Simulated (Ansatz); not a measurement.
The parent structure is AlN (space group Pm-3n, No. 223; a = 5.344 Å; a hypothetical phase, not in the database extracts checked).

It is then changed as follows: cell and atoms relaxed at a pressure of 7.5 GPa.

Level of theory: PBEsol, PAW, 420 eV (Ansatz, a program for electronic structure; no spin-orbit coupling).

Base, band edges from the VBM (valence, conduction): M -0.04, 4.74; R -1.49, 6.02; X -0.03, 4.20; Γ 0.00, 2.54 eV.

Problem. Give the band edges at the high-symmetry points of the new zone, measured from its valence-band maximum.

Solution. 
```tsv
point	valence edge (eV)	conduction edge (eV)
Γ	0.00	2.63
X	-0.03	4.24
M	-0.04	4.87
R	-1.58	6.05
```

The gap is 2.63 eV, direct at Γ.

Load acts through the strain it causes; cell and atoms are relaxed under it. No phonon test of stability was made. Competing high-pressure phases were not computed.
